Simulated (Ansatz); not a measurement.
WC: response to strain

Start from WC (space group P-6m2, No. 187; relaxed with 0.1 eV smearing).

```yaml
crystal:
  lattice:
    - [2.92246, 0.00000, 0.00000]
    - [-1.46123, 2.53092, 0.00000]
    - [0.00000, 0.00000, 2.84619]
  atoms:
    - { symbol: W, position: [0.00000, 0.00000, 0.00000] }
    - { symbol: C, position: [0.33333, 0.66667, 0.50000] }
```

Cartesian axes are those of the cell as printed.

Strains are applied to the cell and any free atomic positions relax; under biaxial strain the out-of-plane vector relaxes too.

Level of theory: PBE, PAW, 420 eV (Ansatz, a first-principles code; spin-orbit coupling left out).

Notes on the quantities. in-plane stress: mean in-plane stress (compression positive).

| variant | in-plane stress | shortest interatomic distance | out-of-plane strain |
|---|---|---|---|
| base | – | 2.207 Å | – |
| biaxial strain −3.00 %, plane normal [001], relaxed out of plane | +29.5 GPa | 2.180 Å | +1.18 % |
| biaxial strain −2.00 %, plane normal [001], relaxed out of plane | +18.9 GPa | 2.189 Å | +0.76 % |
| biaxial strain −1.50 %, plane normal [001], relaxed out of plane | +13.9 GPa | 2.193 Å | +0.56 % |
| biaxial strain −0.50 %, plane normal [001], relaxed out of plane | +4.4 GPa | 2.203 Å | +0.18 % |
| biaxial strain +0.50 %, plane normal [001], relaxed out of plane | -4.2 GPa | 2.212 Å | -0.18 % |
| biaxial strain +1.00 %, plane normal [001], relaxed out of plane | -8.3 GPa | 2.217 Å | -0.35 % |
| biaxial strain +1.50 %, plane normal [001], relaxed out of plane | -12.1 GPa | 2.222 Å | -0.52 % |
| biaxial strain +2.00 %, plane normal [001], relaxed out of plane | -15.8 GPa | 2.227 Å | -0.69 % |
| biaxial strain +2.50 %, plane normal [001], relaxed out of plane | -19.3 GPa | 2.232 Å | -0.85 % |

No phonon test of stability was made. The final runs are not spin-polarised.
